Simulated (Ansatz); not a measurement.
Band structure of InSe (P6_3/mmc, 8 atoms in the cell).

```
InSe
1.0
    4.01344     0.00000     0.00000
   -2.00672     3.47574     0.00000
    0.00000     0.00000    17.30644
In Se
4 4
Direct
  0.33333   0.66667   0.33030
  0.66667   0.33333   0.66970
  0.66667   0.33333   0.83030
  0.33333   0.66667   0.16970
  0.33333   0.66667   0.59732
  0.66667   0.33333   0.40268
  0.66667   0.33333   0.09732
  0.33333   0.66667   0.90268
```

Level of theory: PBE (plane waves, PAW; Ansatz, a quantum-chemistry and plane-wave program).

Settings: kpoints.mp_grid.grid = 5 5 1; hamiltonian.xc = pbe; hamiltonian.pseudopotentials = {kind: paw} (the program's default PAW files); scf.occupations.method = fermi_dirac; scf.occupations.width = 0.05 eV; kpoints.band_path.npoints = 8.

The starting cell comes from a database of computed structures (which also holds hypothetical and non-ambient phases and stackings), without a prior relaxation at this level. Its lattice was rescaled by a random factor within 2.5 % of one.

**Question.** Predict the gap along the standard path and the places of the band edges.

**Answer.** The gap along the path is 0.59 eV, direct at Γ to within 0.01 eV.

Levels in eV from the top of the valence band on the path, bands 55 to 62:
| point | 55 | 56 | 57 | 58 | 59 | 60 | 61 | 62 |
|---|---|---|---|---|---|---|---|---|
| Γ | -1.15 | -1.07 | -1.07 | 0.00 | 0.59 | 1.61 | 2.19 | 2.20 |
| M | -2.04 | -2.01 | -1.82 | -1.35 | 1.43 | 1.44 | 1.95 | 2.03 |
| K | -1.99 | -1.99 | -1.65 | -1.65 | 1.76 | 2.18 | 2.64 | 2.64 |
| A | -1.10 | -1.10 | -0.74 | -0.74 | 1.23 | 1.23 | 2.20 | 2.20 |
| L | -2.06 | -2.06 | -1.59 | -1.59 | 1.63 | 1.63 | 1.76 | 1.76 |
| H | -2.15 | -2.15 | -1.56 | -1.56 | 1.94 | 1.94 | 2.55 | 2.55 |

Keys are those of Ansatz 0.2.
